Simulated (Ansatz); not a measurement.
The reference is B in the diamond structure (space group Fd-3m, No. 227; a hypothetical phase, not in the database extracts checked; relaxed with 0.1 eV smearing).

```yaml
crystal:
  lattice:
    - [0.00000, 2.01632, 2.01632]
    - [2.01632, 0.00000, 2.01632]
    - [2.01632, 2.01632, 0.00000]
  atoms:
    - { symbol: B, position: [0.25000, 0.25000, 0.25000] }
    - { symbol: B, position: [0.00000, 0.00000, 0.00000] }
```

Cartesian axes are those of the cell as printed.

Method: PBEsol, PAW, 420 eV (Ansatz, a first-principles code; spin-orbit coupling left out).

For the base:

| Item | Result |
|---|---|
| Pressure | 0.0 GPa |

It is then changed as follows: uniaxial strain ε_xx = +3.65 %, all other strain components held at zero; the atoms relax in the strained cell.

Task: Estimate the effect on the pressure.

Result: The pressure (mean of the normal stresses, compression positive) goes from zero to -6.3 GPa.

No phonon test of stability was made.
